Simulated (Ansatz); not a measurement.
The parent structure is PtTe₂ (space group P-3m1, No. 164; a = 4.0090 Å, c = 4.9600 Å; layered; relaxed with 0.1 eV smearing). Axes: x lies along a and z along c of the hexagonal cell.

Computed with DFT with PBEsol-D3(BJ), PAW potentials and a 420 eV plane-wave cutoff in Ansatz (an electronic-structure program), no SOC.

Now apply this change: every lattice vector is shortened by 3.00 %; the atoms relax in the strained cell.

Question: Predict the stress tensor and what it implies for the stiffness.

Answer: Stress of the strained cell less that of the base (GPa, compression positive):
```
   12.0     0.0     0.0
    0.0    12.0     0.0
    0.0     0.0     9.2
```

Then B = −ΔP/(ΔV/V₀) with ΔV/V₀ = -0.0873 gives secant stiffness values (nonlinear terms included at this strain): B (at held cell shape, above the free-shape value) ≈ 126 GPa.

As a check, the harmonic strain energy −½ V₀ Δσ:ε is 71 meV/atom; the computed energy rise is 62 meV/atom.

No phonon test of stability was made. The final runs are not spin-polarised.
